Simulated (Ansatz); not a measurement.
Cells marked so need not be the phases stable at ambient conditions, and some may be hypothetical.

 Where the default PAW files enter, the runs use the earlier of Ansatz's two default sets.

The gap is the functional's own. No spin-orbit coupling. Mid-gap values are interpolated on the energy grid.

A. BaCdAsF (P4/nmm, not sure to be the ambient phase, 8 atoms a cell, 24.3 Å³ an atom, -2 GPa at this level), along the normal of (100)
B. LaCuSeO (P4/nmm, not sure to be the ambient phase, 8 atoms a cell, 18.3 Å³ an atom), along the normal of (100)
C. VCu$_{3}$S$_{4}$ (P-43m, not sure to be the ambient phase, 8 atoms a cell, 19.4 Å³ an atom), along the normal of (110)
D. Tl₂SnF₆ (P-3m1, not sure to be the ambient phase, 9 atoms a cell, 18.9 Å³ an atom, -4 GPa at this level), along the normal of (100)
E. CaWO4 (I4_1/a, not sure to be the ambient phase, 12 atoms a cell, 13.1 Å³ an atom, -2 GPa at this level), along the normal of (110)

Q: Order them by mid-gap decay constant of the slowest evanescent state (lowest first) at the level r2SCAN (Ansatz, a program for electronic structure).

A: A (0.13 1/Å), B (0.17 1/Å), C (0.25 1/Å), D (0.40 1/Å), E (0.52 1/Å)
